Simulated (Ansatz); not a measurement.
Start from Mg2Ge in the anti-fluorite structure (space group Fm-3m, No. 225).

```xyz
3
Lattice="0.0000 3.1432 3.1432 3.1432 0.0000 3.1432 3.1432 3.1432 0.0000" Properties=species:S:1:pos:R:3 pbc="T T T"
Mg     1.5716     1.5716     1.5716
Mg     4.7149     4.7149     4.7149
Ge     0.0000     0.0000     0.0000
```

Cartesian axes are those of the cell as printed.

Calculations: plane-wave PAW DFT at the LDA level (Ansatz, a first-principles code, 420 eV), no spin-orbit coupling.

For the base:

- Band gap = 0.10 eV
- Shortest interatomic distance = 2.722 Å
- Pressure = 0.0 GPa

Perturbation: uniaxial strain ε_zz = −1.00 %, all other strain components held at zero; the atoms relax in the strained cell.

Problem. Estimate the effect on the band gap.

Solution. The band gap changes from 0.10 eV to zero.

Problem. What does the calculation give for the energy relative to the base after the change?

Solution. The energy goes up by 0.8 meV/atom.

Problem. Estimate the effect on the shortest interatomic distance.

Solution. The shortest interatomic distance decreases by 0.009 Å to 2.713 Å.

Problem. Predict the new pressure.

Solution. The pressure (mean of the normal stresses, compression positive) goes from zero to 0.6 GPa.

Whether these cells are dynamically stable was not tested. All final runs are without spin polarisation. Gaps under 0.05 eV, about the width of the smearing, are given as zero. A zero or small gap of Mg2Ge can be the functional's error rather than a property of the material.
